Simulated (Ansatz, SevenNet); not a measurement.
For GaP (model structure, started from the WC type, P-6m2, No. 187, 2 atoms in the cell), the machine-learned potential SevenNet-0 (trained on PBE and PBE+U data) gives:

```
Item                  Result
-------------------  -------
lattice parameter a  3.590 Å
c axis length        3.235 Å
```

Problem. What does r²SCAN+rVV10 in Ansatz (PAW) give for the same quantities?

Solution. 
- lattice constant a: 3.582 Å (shrinks by 0.2 %)
- lattice parameter c: 3.110 Å (drops by 3.9 %)

Changes are worked out from the printed values.

Unless a cell is named, each level is at its own relaxed cell (SevenNet-0 18.05, r²SCAN+rVV10 17.28 Å³/atom).

Ansatz's density-functional and Hartree–Fock values are scalar-relativistic unless marked +SOC, with PAW data made under PBE.

A model structure was made by putting elements into a prototype or built by hand; it is no filed structure, need not be a known phase, and can be a saddle point held by its symmetry.

Ansatz is an electronic-structure program.
